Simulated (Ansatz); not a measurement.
**GaSb (model structure, P6₃/mmc, No. 194, 4 atoms in the cell): properties by level of theory**

```
level (code)           lattice parameter a (Å)  lattice parameter c (Å)  cohesive energy (eV/atom)
---------------------  -----------------------  -----------------------  -------------------------
LDA (Ansatz)                             3.871                    6.981                       3.50
PBE (Ansatz)                             3.989                    7.132                       2.60
PBEsol (Ansatz)                          3.902                    7.057                       3.04
PBE-D3(BJ) (Ansatz)                      3.906                    7.087                       3.00
r²SCAN (Ansatz)                          3.994                    6.913                       2.60
r²SCAN+rVV10 (Ansatz)                    3.966                    6.906                       2.84
```

Ansatz's density-functional and Hartree–Fock values are scalar-relativistic unless marked +SOC, with PAW data made under PBE.

Free atoms are spin-polarised, in the lowest state found; at levels without +SOC their spin–orbit coupling is left out.

The computed numbers hold no vibrational or temperature effects.

A model structure was made by putting elements into a prototype or built by hand; it is no filed structure, need not be a known phase, and can be a saddle point held by its symmetry.

Ansatz is a quantum-chemistry and plane-wave program.
